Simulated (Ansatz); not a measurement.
Effect of electrons 2.0×10^21 cm⁻³ on SrTiO3

Base system: SrTiO3 in the cubic perovskite structure (space group Pm-3m, No. 221; a = 3.9365 Å).

The change: electron doping at 2.0×10^21 cm⁻³ (0.122 per cell), with a uniform compensating background at fixed cell and a 300 K Fermi–Dirac width.

Calculations: Kohn–Sham DFT with the PBE functional, run in Ansatz (a quantum-chemistry and plane-wave program) with PAW and 420 eV plane waves, no spin-orbit coupling, earlier PAW set. Settings: 12×12×12 k-points, 0.0259 eV Fermi–Dirac smearing.

| quantity | base | changed | shift |
|---|---|---|---|
| gap between the host's bands | 1.85 eV | 2.01 eV | +0.16 eV |
| gap character | indirect, R → Γ | indirect, R → Γ | – |
| Fermi level relative to the doped band's edge (positive inside the band; to 0.05 eV) | – | +0.20 eV | – |

Final structure:

```
SrTiO3
1.0
    3.93649     0.00000     0.00000
    0.00000     3.93649     0.00000
    0.00000     0.00000     3.93649
Sr Ti O
1 1 3
Direct
  0.00000   0.00000   0.00000
  0.50000   0.50000   0.50000
  0.00000   0.50000   0.50000
  0.50000   0.50000   0.00000
  0.50000   0.00000   0.50000
```
Cell charge -0.121999.

Charged cell with a jellium background: band edges are those of the host's band count, energies are not comparable with the neutral cell, and many-body gap narrowing is missing. Stability against distortions was not tested. The final runs are not spin-polarised. Many cubic perovskites are stable only at high temperature; tilts and polar distortions were not tested.
